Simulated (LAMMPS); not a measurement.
Size effects in liquid InP (zinc blende) at 1490 K and zero pressure.

Method: classical MD, pair style vashishta, file InP.vashishta; code LAMMPS.

```csv
atoms,volume,"first peak of g(r), In-P",D(In),D(P),rough cost (core-seconds per simulated ps)
216,29.78 ± 0.06 Å³/atom,"2.56 Å, height 5.0",(3.4 ± 0.3) × 10^-5 cm²/s,(3.4 ± 0.4) × 10^-5 cm²/s,0.3
1728,30.10 ± 0.04 Å³/atom,"2.55 Å, height 5.2",(4.0 ± 0.1) × 10^-5 cm²/s,(3.6 ± 0.1) × 10^-5 cm²/s,1.3
17576,30.06 ± 0.01 Å³/atom,"2.56 Å, height 5.0",(3.96 ± 0.05) × 10^-5 cm²/s,(3.64 ± 0.07) × 10^-5 cm²/s,30
```

Periodic images slow diffusion in small cells, by a term that falls as 1/L. Costs are rough.

Caution: the real compound melts congruently only under the pressure of its own vapour and loses its more volatile element when open.

Errors of D are the spread over four groups of atoms in one short run; a floor of about 5 %, a picked value, is safer.

Uncertainties are statistical and leave out the potential's own error.
